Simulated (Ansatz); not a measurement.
System: La-vacancy pair (La on one host Ti site, one Ti site vacant) in rock-salt TiN (neutral cell). Level of theory: PBE, PAW (plane waves to 420 eV; Ansatz, a first-principles code).

Cell of 64 host sites held at the relaxed PBE lattice; a 2×2×2 k-point mesh shifted by half a step; Fermi-Dirac width 0.10 eV, spin-restricted; finite-size errors left in. Static, classical nuclei. Spin-orbit coupling is left out. Forms of the defect that were not tried may lie lower.

Barriers: single points on a 4×4×4 k-point mesh shifted by half a step at the bands' geometries (they differ from the bands' own by up to 0.08 eV, and are uncertain by about as much).

The step: La and the vacancy change places (La-vacancy distance between ideal sites 3.00 Å throughout); the atom moves 2.57 Å along (0.00, 0.43, 0.43) of the unit cell; the moving atom starts with neighbours 2 N at 2.24, 2 N at 2.30, 2 N at 2.39 Å and ends with 2 N at 2.24, 2 N at 2.30, 2 N at 2.39 Å.

Question: What is the computed migration barrier of this step (PBE, PAW)?

Answer: 2.02 eV, the same both ways. At the saddle the moving atom has neighbours 2 N at 2.10, 2 N at 2.60, 2 N at 2.60 Å. The saddle point's order was not checked, and it lies on a symmetry element of the cell, where a band can be held.
